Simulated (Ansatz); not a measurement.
Consider the following.

```yaml
crystal:
  lattice:
    - [2.52495, 0.00000, 0.00000]
    - [-1.26248, 2.16545, 0.00000]
    - [0.00000, 0.00000, 6.41121]
  atoms:
    - { symbol: B, position: [0.33493, 0.66986, 0.25000] }
    - { symbol: B, position: [0.66507, 0.33014, 0.75000] }
    - { symbol: N, position: [0.33105, 0.66211, 0.75000] }
    - { symbol: N, position: [0.66895, 0.33789, 0.25000] }
```

No spin polarisation.

Computed with PBEsol-D3(BJ) in Ansatz (plane waves to 420 eV, PAW, no SOC). k-mesh 15×15×5 (Γ-centred); smearing 0.05 eV (Fermi–Dirac).

**Question.** Predict the band gap, gap character and pressure.

**Answer.** 
- Band gap: 4.03 eV
- Gap character: indirect, k = (0.267, 1/3, 0) in the run's primitive reciprocal basis → S
- Pressure (mean of the normal stresses, compression positive): -3.59 GPa

The cells carry an imposed strain or load. Stability against distortions was not tested. The cell was made from BN in the h-BN type structure (space group P6_3/mmc, No. 194; layered, stacked along the Cartesian z axis) by this change: uniaxial strain ε_xx = +0.98 %.

Ansatz is a first-principles code.
